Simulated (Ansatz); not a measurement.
**A computed series for Mg: response to strain**

Take Mg in the hcp (Mg type) structure (space group P6_3/mmc, No. 194; a = 3.1952 Å, c = 5.1966 Å; relaxed with 0.1 eV smearing) as the base. Axes: x lies along a and z along c of the hexagonal cell.

Strains are applied to the cell and any free atomic positions relax; under biaxial strain the out-of-plane vector relaxes too.

Method: DFT with PBE, PAW potentials and a 420 eV plane-wave cutoff in Ansatz (an electronic-structure program), no SOC.

| case | out-of-plane strain | shortest interatomic distance |
|---|---|---|
| base | – | 6.022 bohr |
| biaxial strain −3.00 %, plane normal [001], relaxed out of plane | +1.66 % | 5.857 bohr |
| biaxial strain −2.50 %, plane normal [001], relaxed out of plane | +1.38 % | 5.887 bohr |
| biaxial strain −2.00 %, plane normal [001], relaxed out of plane | [?] | [?] |
| biaxial strain −1.50 %, plane normal [001], relaxed out of plane | +0.84 % | 5.948 bohr |
| biaxial strain −1.00 %, plane normal [001], relaxed out of plane | +0.57 % | 5.978 bohr |
| biaxial strain −0.50 %, plane normal [001], relaxed out of plane | +0.29 % | 6.008 bohr |
| biaxial strain +1.00 %, plane normal [001], relaxed out of plane | -0.63 % | 6.017 bohr |
| biaxial strain +2.00 %, plane normal [001], relaxed out of plane | -1.29 % | 6.011 bohr |
| biaxial strain +3.00 %, plane normal [001], relaxed out of plane | -1.94 % | 6.006 bohr |

Q: Fill in the withheld entries from the trend.

A: 
- biaxial strain −2.00 %, plane normal [001], relaxed out of plane, out-of-plane strain: +1.11 %
- biaxial strain −2.00 %, plane normal [001], relaxed out of plane, shortest interatomic distance: 5.917 bohr

No phonon test of stability was made.
